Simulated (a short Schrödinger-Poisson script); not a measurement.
Stack: MOS inversion layer, Si3N4 on p-type In0.53Ga0.47As, at 400 K.

```
layer        material  thickness (nm)  Na (cm⁻³)
-----  --------------  --------------  ---------
1               Si3N4             3.4          -
2      In0.53Ga0.47As             320     1.6e18
```

The device is made up for the run: typed textbook-type constants, with dimensions and the other settings drawn at random. Si3N4: permittivity 7.5, conduction-band edge (eV) 2.41, gap (eV) 5.1, electron mass (mₑ) 0.5. In0.53Ga0.47As: permittivity 13.9, conduction-band edge (eV) 0, gap (eV) 0.74, Nv at 300 K (cm⁻³) 7.7e18.

Channel valleys (confinement mass, in-plane density-of-states mass, number): Γ 0.041, 0.041, 1. At the gate the conduction-band edge of layer 1 lies 2.42 eV − eVg above the Fermi level of the channel; the field vanishes at the back. Gaps are held at their typed values at every temperature. Mesh 0.03 nm at interfaces.

From a short Schrödinger-Poisson script (our own, NumPy): 1D Poisson equation in equilibrium, electrons classical, Fermi-Dirac, parabolic valleys, classical holes, full ionisation, no traps, pinning or gate leakage.

The same stack at other levels of the model or other numerical settings:

| run | sheet density of all electrons at Vg = 1.05 V (cm⁻²) | sheet density of all electrons at Vg = 0.45 V (cm⁻²) | capacitance at Vg = 1.05 V (μF/cm²) | centroid of the channel electrons at Vg = 1.05 V (nm) | rough cost against the base |
|---|---|---|---|---|---|
| base | 2.45e12 | 1.15e11 | 0.994 | 1.84 | about 1 |
| electrons treated as classical, Boltzmann | 5.59e12 | 2.00e11 | 1.77 | 0.49 | 0.2 |
| electrons treated as quantum, Hartree | 2.39e12 | 1.10e10 | 1.05 | 2.36 | 4 |
| electrons treated as quantum, Hartree plus LDA exchange-correlation | 2.52e12 | 1.19e10 | 1.06 | 2.33 | 5 |
| mesh six times as coarse | 2.41e12 | 1.08e11 | 0.986 | 1.91 | 0.3 |

The classical rows ignore confinement, and Boltzmann statistics overrate the density once the band edge passes the Fermi level.
